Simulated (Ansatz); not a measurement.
## Zr under a change: pressure 45 GPa

The reference is Zr in the hcp (Mg type) structure (space group P6_3/mmc, No. 194; a = 3.184 Å, c = 5.116 Å).

The change: cell and atoms relaxed at a pressure of 45 GPa.

Method: DFT with PBEsol, PAW potentials and a 420 eV plane-wave cutoff in Ansatz (a first-principles code), no spin-orbit coupling. k-mesh 17×17×9 (Γ-centred); smearing 0.05 eV (Fermi–Dirac).

```json
{
 "density": "9.10 g/cm³ (base 6.74 g/cm³)",
 "lattice_parameter_a": "279.8 pm (base 318.4 pm)",
 "c/a ratio": "1.755 (base 1.607)",
 "shortest_interatomic_distance": "279.8 pm (base 315.0 pm)",
 "band_gap": "zero (base zero)"
}
```

Final structure:

```yaml
crystal:
  lattice:
    - [2.79830, 0.00000, 0.00000]
    - [-1.39915, 2.42340, 0.00000]
    - [0.00000, 0.00000, 4.91103]
  atoms:
    - { symbol: Zr, position: [0.33333, 0.66667, 0.75000] }
    - { symbol: Zr, position: [0.66667, 0.33333, 0.25000] }
```

Load acts through the strain it causes; cell and atoms are relaxed under it. Whether these cells are dynamically stable was not tested. All final runs are without spin polarisation. Measured, Zr leaves this structure (for the ω phase) near 3 GPa (temperature not stated; as listed in C. Cazorla, D. Alfè, M. J. Gillan, Physical Review B (2008)).
